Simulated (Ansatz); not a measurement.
The parent structure is CuAu (space group P4/mmm, No. 123; a = 2.813 Å, c = 3.593 Å; relaxed with 0.1 eV smearing). Axes: x, y, z lie along a, b, c of the conventional cell.

Calculations: plane-wave PAW DFT at the PBEsol level (Ansatz, a quantum-chemistry and plane-wave program, 420 eV), no spin-orbit coupling.

Strains are applied to the cell and any free atomic positions relax.

One change was made to it. Results:

```tsv
quantity	base	after
shortest interatomic distance	2.680 Å	2.675 Å
energy relative to the base (free energy F)	0 meV/atom	+0.1 meV/atom
```

**Question.** Which change produced these results?
A) tensor shear ε_xz = +0.29 %
B) tensor shear ε_xz = +1.43 %
C) tensor shear ε_xz = +2.00 %

**Answer.** A, tensor shear ε_xz = +0.29 %. For comparison, the energy relative to the base in the other runs: tensor shear ε_xz = +2.00 % gives +5.1 meV/atom; tensor shear ε_xz = +1.43 % gives +2.6 meV/atom.

No phonon test of stability was made. The final runs are not spin-polarised.
